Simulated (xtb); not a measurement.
xtb 6.7.1, GFN2-xTB: Mn(Cl)(OH)(NH3)2 ([NH3]->[Mn](<-[NH3])([OH])[Cl]), charge 0, multiplicity 6, 12 atoms. The geometry is a generated start, not checked to be a minimum at this level.

| Quantity | Result |
|---|---|
| run flags | --grad |
| method | GFN2-xTB |
| --acc | 1 (default) |
| --etemp (K) | 300 (default) |
| basis functions | 39 |
| valence electrons | 37 |

```xyz
12

Mn     0.2006     0.5460     0.4485
Cl     2.1196     1.5249     0.2737
O     -1.1922     0.8498     1.6922
H     -1.7672     1.1453     2.3890
N      0.8710    -1.7598     0.7269
H      0.7070    -2.4283    -0.0174
H      0.4311    -2.1107     1.5736
H      1.8739    -1.7054     0.8889
N     -0.7181     0.9054    -1.7545
H     -1.5504     1.4795    -1.6474
H     -0.9572     0.0987    -2.3235
H     -0.0180     1.4546    -2.2502
```

Charge 0 and multiplicity 6 are set for this test and not shown to be the ground state. GFN-xTB has no spin term: --uhf 5 sets the occupations alone.

One run each on 1 thread. Values of broydamp tried: 0.02, 0.05, 0.1, 0.2, 0.4 (default), 0.6, 0.8, 1.

How does the count of SCC iterations change with broydamp, and where is it least?

Fewest SCC iterations, within one of each other: 0.4 (default) with 15, 0.6 with 15, 0.8 with 15, 1 with 16. The count rises to 34 at 0.02. All converge to one solution.

| broydamp | SCC iterations | end |
|---|---|---|
| 0.02 | 34 | same solution |
| 0.05 | 27 | same solution |
| 0.1 | 22 | same solution |
| 0.2 | 18 | same solution |
| 0.4 (default) | 15 | same solution |
| 0.6 | 15 | same solution |
| 0.8 | 15 | same solution |
| 1 | 16 | same solution |
